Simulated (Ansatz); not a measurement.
The reference is Cu in the diamond structure (space group Fd-3m, No. 227; a = 5.2315 Å; a hypothetical phase, not in the database extracts checked; relaxed with 0.1 eV smearing). Axes: x, y, z lie along the cube axes.

Level of theory: plane-wave PAW DFT at the PBEsol level (Ansatz, an electronic-structure program, 420 eV), no SOC.

Before the change:

```
Quantity                        Result
-----------------------------  -------
Shortest interatomic distance  2.265 Å
Pressure                       0.0 GPa
```

It is then changed as follows: uniaxial strain ε_yy = +4.15 %, all other strain components held at zero, atoms relaxed at fixed cell.

Task: Predict the new energy relative to the base.

Result: The energy increases by 4.7 meV/atom.

Task: Estimate the effect on the shortest interatomic distance.

Result: The shortest interatomic distance rises by 0.032 Å to 2.297 Å.

Task: Estimate the effect on the pressure.

Result: The pressure (mean of the normal stresses, compression positive) goes from zero to -2.6 GPa.

Stability against distortions was not tested. The final runs are not spin-polarised.
